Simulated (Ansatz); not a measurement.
Consider the following.

End structure of a constructed model of the (111) surface of fcc Au, a layer of Pt in place of the third plane (bottom of the slab: a bare face, its two planes held):

```
CELL_PARAMETERS angstrom
      2.93959     0.00000     0.00000
     -1.46980     2.54576     0.00000
      0.00000     0.00000    28.50000
ATOMIC_POSITIONS crystal
  Au 0.33333 0.66667 0.28946
  Au 0.66667 0.33333 0.37368
  Au 0.00000 0.00000 0.45666
  Pt 0.33333 0.66667 0.53707
  Au 0.66667 0.33333 0.61757
  Au 0.00000 0.00000 0.70148
```

Slab: 6 atoms, 12.0 Å thick at the start; k 15x15x1, smearing 0.1 eV, dipole-corrected; 2 atoms held, the rest relaxed; held to the start's symmetry, so lower structures may exist; no spin, no spin-orbit, no U. In PBE it is, or lies within 0.01 eV a 1x1 cell of, the lowest of the 2 structures of its composition computed so far; larger cells were not tried.

What is the computed work function of the top face (PBE (Ansatz, a first-principles code))?

5.14 eV
